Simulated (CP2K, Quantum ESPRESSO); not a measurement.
## Equation of state of rock-salt SrO (space group 225): energy against volume (CP2K, PBE)

```yaml
crystal:
  lattice:
    - [3.58379, 0.00000, 0.00000]
    - [1.79190, 3.10366, 0.00000]
    - [1.79190, 1.03455, 2.92616]
  atoms:
    - { symbol: Sr, position: [0.00000, 0.00000, 0.00000] }
    - { symbol: O, position: [0.50000, 0.50000, 0.50000] }
```

Method of the run: PBE, GPW, DZVP-MOLOPT-SR-GTH basis, GTH-PBE potentials (GTH_POTENTIALS) in CP2K. Settings: CUTOFF = 650 Ry; REL_CUTOFF = 60 Ry; SMEAR/METHOD = FERMI_DIRAC; ELECTRONIC_TEMPERATURE = 116.05 K; KPOINTS/SCHEME = MONKHORST-PACK 11 11 11; XC_FUNCTIONAL = PBE; Sr/BASIS_SET = DZVP-MOLOPT-SR-GTH-q10; Sr/POTENTIAL = GTH-PBE-q10; O/BASIS_SET = DZVP-MOLOPT-SR-GTH-q6; O/POTENTIAL = GTH-PBE-q6; METHOD = GPW; EPS_DEFAULT = 1e-10; NGRIDS = 5; SCF_GUESS = ATOMIC; EPS_SCF = 1e-06; MAX_SCF = 100. The cell above is the first row's. The rows scale it uniformly. In all rows fractional positions and the k mesh are held. E is the free energy at the stated smearing, counted from the lowest row.

| V (Å^3/atom) | E (meV/atom) |
|---|---|
| 16.274 | ? |
| 16.627 | 19.75 |
| 16.981 | 8.65 |
| 17.335 | 2.22 |
| 17.689 | 0.00 |
| 18.042 | 1.55 |
| 18.396 | 6.47 |
| 18.750 | 14.44 |
| 19.104 | 25.13 |

The 8 complete rows are fitted with the third-order Birch-Murnaghan form, a cubic in V^(-2/3), E against V. With u = V^(-2/3) - 0.146, the rows have u = 0.007506, 0.005365, 0.003297, 0.001298, -0.000629, -0.002500, -0.004312, -0.006068. Least squares gives E = 0.647 - 1124.73·u + 483774·u² + 688254·u³. Residuals (row less fit): -0.002, 0.006, -0.002, -0.004, 0.004, -0.002, 0.003, -0.001; standard error 0.005 (degrees of freedom: 4). Its minimum lies at u = 0.001160, so V0 = (0.147160)^(-3/2) = 17.71. There d²E/du² = 972300 and d³E/du³ = 4130000, so B0 = (4/9) × 17.71^(-7/3) × 972300 × 0.160218 = 84.6 GPa (the last factor turns the table's units into GPa), and B0' = 4 + (2/3) × 0.147160 × (4130000)/972300 = 4.4. The program's pressures in the fitted runs (not shown) pass through zero at V = 17.71, 0.00 % from this V0.

Q: Predict the withheld E at V = 16.274 from the fit, and compare with the calculation.

A: u = 0.009717, so E = 0.647 - 1124.73 × 0.009717 + 483774 × 0.009717² + 688254 × 0.009717³ = 36.027 meV/atom. The calculation gives 36.08 meV/atom, 0.053 meV/atom above the prediction (0.1 % of the range of E in the table). The row lies outside the fitted rows, so this is an extrapolation. From the scatter of the fitted rows alone, a prediction at this place has a standard error of 0.014 meV/atom, so the miss is 3.7 times that.

Carrying the step between the two nearest rows on in a straight line would have given 30.82, off by 5.26; series whose last step already gives the withheld value aren't shown. The scan was laid around a cell of about the measured size, scaled by a guess for this functional. The runs keep the symmetry of the cell, so they don't test it for distortions. A plane-wave scan with the same functional (Quantum ESPRESSO, GBRV) gives V0 = 17.54 Å^3/atom and B0 = 84.6 GPa; a Birch-Murnaghan fit to all rows here lies 1.0 % from it in V0 and 0 % in B0; the two differ in basis, and may differ in potentials and mesh. Values carry the incompleteness of an atom-centred basis. Cutoffs and mesh are single choices, not tested for convergence of this quantity. Series with a scatter that would blur these digits, or in which a gap closes, are not shown. Nor are scans whose minimum lies at an end fitted in this form.

Terms beyond the fitted order, or numerical noise in single rows, can give a miss of this size; the table doesn't tell which.
